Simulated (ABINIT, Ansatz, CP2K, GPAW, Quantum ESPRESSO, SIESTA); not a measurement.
# Code comparison for Ba2CuSeO2 (P4/mmm, 6 atoms in the cell)

Self-consistent single point.

```xyz
6
Lattice="4.0527 0.0000 0.0000 0.0000 4.0527 0.0000 0.0000 0.0000 7.5618" Properties=species:S:1:pos:R:3 pbc="T T T"
Ba     2.0264     2.0264     5.6619
Ba     2.0264     2.0264     1.8999
Cu     0.0000     0.0000     3.7809
Se     0.0000     0.0000     0.0000
O      0.0000     2.0264     3.7809
O      2.0264     0.0000     3.7809
```

Shared settings, as Ansatz (a quantum-chemistry and plane-wave program) writes them: kpoints.mp_grid.grid = 6 6 3; scf.occupations.method = fermi_dirac; scf.occupations.width = 0.02 eV. Potentials and cutoffs stand in the table.

```tsv
code	model	pressure (GPa)	largest force (eV/Å)	cutoff
CP2K	PBEsol, GPW, DZVP-MOLOPT-SR-GTH basis, GTH-PBE potentials (GTH_POTENTIALS)	-1.88	0.215	grid 600 Ry
ABINIT	PBEsol, PAW (JTH v2.0 PBE PAW, files made for PBE)	-3.64	0.334	60 Ry
Quantum ESPRESSO	PBEsol, GBRV 1.5 ultrasoft (PBESOL) pseudopotentials	-3.91	0.331	50 Ry
GPAW	PBEsol, GPAW PAW datasets PBEsol (made by gpaw-setup)	–	0.354	950 eV
SIESTA	GGA PBEsol, numerical atomic orbitals DZP, PseudoDojo PBEsol standard norm-conserving potentials (rewritten from UPF to PSML)	-3.23	0.430	grid 300 Ry
Ansatz	PBEsol, PAW files made with PBE	-4.52	0.436	420 eV
```

A dash marks a value that a program does not give, or that is left out as unsure.

On Ansatz's run: spin polarisation is off; with an odd number of electrons in the cell that forces a metal, and a magnetic state may lie lower.

The spread over the programs that give each value: pressure within 2.64 GPa; largest force within 0.221 eV/Å.

CP2K and SIESTA use small atom-centred bases, whose incompleteness enters pressures, forces and empty levels differently from a plane-wave cutoff. Ansatz's pressure is given at a fixed set of plane waves, as the other plane-wave codes print theirs; with its correction for the finite basis it is -4.35 GPa. The pressure of GPAW is left out: its cutoff lies under the one at which its stress was checked. In the pressure, CP2K (by 2.03) lies more than 1 GPa from the median of the plane-wave programs. In the force vectors, CP2K (by 0.129), SIESTA (by 0.086) and Ansatz (by 0.092) lie more than 0.08 eV/Å from the median of the plane-wave programs.

The starting cell comes from a database of computed structures (which also holds hypothetical and non-ambient phases and stackings), without a prior relaxation at this level.

Keys are those of Ansatz 0.2.
